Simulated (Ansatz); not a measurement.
Consider interstitial Li in 2H silicon carbide, charge state +1. The step: Li moves alone to another site; the atom moves 2.54 Å along (0.00, 0.00, 0.50) of the unit cell; the moving atom starts with neighbours 3 C at 1.94, 3 C at 2.50; 3 Si at 2.22, 3 Si at 2.33 Å and ends with 3 C at 1.94, 3 C at 2.50; 3 Si at 2.22, 3 Si at 2.33 Å. DFT values are from Ansatz (plane-wave PAW, 420 eV unless said) in a cell of 72 host sites, spin-restricted, static, with no finite-size correction. The host's phase is taken as given; its stability against other phases was not computed. The charge state is imposed; whether it is stable for some Fermi level was not computed. Sites that were not tried may lie lower. For the PBE band: the saddle point's order was not checked, and it lies on a symmetry element of the cell, where a band can be held.

```json
[
 {"Level": "CHGNet universal potential (has no charge state), its own band", "Forward barrier (eV)": "1.20", "Cost of the band or of the saddle's single point": "-"},
 {"Level": "PBE, the Γ point alone, band relaxed", "Forward barrier (eV)": "1.79", "Cost of the band or of the saddle's single point": "very roughly 5 core-minutes"},
 {"Level": "PBE, a 2×2×2 k-point mesh shifted by half a step along c, same geometries", "Forward barrier (eV)": "1.81", "Cost of the band or of the saddle's single point": "very roughly 70 core-seconds"},
 {"Level": "r2SCAN at 500 eV, the Γ point alone, same geometries", "Forward barrier (eV)": "1.86", "Cost of the band or of the saddle's single point": "very roughly 30 core-seconds"}
]
```

Ansatz is an electronic-structure program.
